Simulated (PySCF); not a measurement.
PySCF 2.14.0, PBE0/def2-svp: O=C[C@]1(F)C=C[SiH2]1, 12 atoms. The geometry is a generated start, not checked to be a minimum at this level.

```
Property                                       Value
-------------------------------  -------------------
task                             energy and gradient
method                                          pbe0
basis                                       def2-svp
mol.max_memory                               7000 MB
mf.init_guess                        minao (default)
mf.DIIS                              CDIIS (default)
mf.diis_space                            8 (default)
mf.conv_tol                          1e-09 (default)
mf.grids.level                           3 (default)
basis functions (reference run)                  127
grid points (reference run)                   153040
```

```xyz
12

O     -2.5153     1.1126     0.3425
C     -1.7830     0.1236     0.2542
C     -0.4928    -0.0191    -0.5959
F     -0.7866     0.1266    -1.9097
C      0.3579    -1.2480    -0.1664
C      1.4534    -0.6504     0.3559
Si     0.8875     1.1012     0.0311
H     -2.0590    -0.7802     0.8253
H      0.1235    -2.3115    -0.2764
H      2.3664    -1.0441     0.7957
H      0.6844     1.8234     1.3156
H      1.7636     1.7659    -0.9719
```
Charge 0, spin multiplicity 1.

The reference run uses exact four-centre integrals. Each setting ran once; only counts and results are compared.

Settings tried, all else as in the reference:
- density fitting
- density fitting, auxbasis = def2-universal-jfit
- density fitting, auxbasis = autoaux
- density fitting of J alone, exact K

Which of these stay within 1.0 meV/atom in energy, 10 meV/Å in forces (largest component) of the reference run?

Within it: density fitting; density fitting, auxbasis = autoaux; density fitting of J alone, exact K. Outside: density fitting, auxbasis = def2-universal-jfit.

```csv
setting,energy against the reference,difference in forces (largest component)
density fitting,−0.12 meV/atom,1.1 meV/Å
"density fitting, auxbasis = autoaux",−0.033 meV/atom,2.2 meV/Å
"density fitting of J alone, exact K",−0.35 meV/atom,1.2 meV/Å
"density fitting, auxbasis = def2-universal-jfit",+950 meV/atom,1000 meV/Å
```

Total energies are compared; such shifts often cancel in part in energy differences. def2-universal-jfit is made for Coulomb alone and misses functions that exchange needs. Also tried and not ranked: density fitting, auxbasis = def2-universal-jkfit (same energy as a listed run); COSX exchange (sgx_fit, pjs) with fitted J, mf.with_df.grids_level_i = 1, mf.with_df.grids_level_f = 1 (gradient came out as NaN); COSX exchange (sgx_fit, pjs) with fitted J, mf.with_df.grids_level_i = 1, mf.with_df.grids_level_f = 2 (default) (gradient came out as NaN); COSX exchange (sgx_fit, pjs) with fitted J, mf.with_df.grids_level_i = 1, mf.with_df.grids_level_f = 3 (gradient came out as NaN); COSX exchange (sgx_fit, pjs) with fitted J, mf.with_df.grids_level_i = 1, mf.with_df.grids_level_f = 4 (gradient came out as NaN). The tolerance is a choice made for this comparison.
